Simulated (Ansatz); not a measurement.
# What tensor shear ε_yz = +0.36 % does to YPd3

Take YPd3 in the Cu3Au type structure (space group Pm-3m, No. 221; a = 4.057 Å; relaxed with 0.1 eV smearing) as the base. Axes: x, y, z lie along the cube axes.

It is then changed as follows: tensor shear ε_yz = +0.36 % (engineering shear γ = 0.0072); the atoms relax in the strained cell.

Method: Kohn–Sham DFT with the PBEsol functional, run in Ansatz (a first-principles code) with PAW and 420 eV plane waves, no spin-orbit coupling. k-mesh 14×14×14 (Γ-centred); smearing 0.1 eV (Fermi–Dirac).

- Volume per atom = 16.69 Å³ (base 16.69 Å³)
- Space group = Cmmm (No. 65) (base Pm-3m (No. 221))
- Shortest interatomic distance = 2.858 Å (base 2.869 Å)
- Energy relative to the base (free energy F) = +0.2 meV/atom
- Pressure (mean of the normal stresses, compression positive) = 0.0 GPa (base 0.0 GPa)
- Band gap = zero (base zero)
- Stress (xx, yy, zz, yz, xz, xy; compression positive) = (0.0, 0.0, 0.0, -0.6, 0.0, 0.0) GPa

Whether these cells are dynamically stable was not tested. All final runs are without spin polarisation.
